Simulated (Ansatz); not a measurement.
The starting structures come from a database of crystals and need not be the phases stable at ambient conditions.

By PBEsol, the system below comes out a metal.

The ballistic (Sharvin) conductance counts the channels at the Fermi level: G/A = (e²/h) × channels of both spins per area.

Consider the following.

```
CELL_PARAMETERS angstrom
      3.18195     0.00000     0.00000
      0.00000     3.81354     0.00000
      0.00000     1.90677     1.90677
ATOMIC_POSITIONS crystal
  Zn 0.50000 0.50000 0.00000
  Ni 0.00000 0.00000 0.00000
```

Space group of this cell: P4/mmm. The cell is taken as given; by PBEsol its mean pressure is -1.5 GPa.

The current flows along the normal of the first two printed cell vectors, the (110) plane of the conventional cell. No spin-orbit coupling; the value is a mean over 0.1 eV about the Fermi level.

Q: Compute, with PBEsol (Ansatz, an electronic-structure program), the ballistic conductance per area.

A: 0.61 × 10¹⁵ S/m² for both spins.
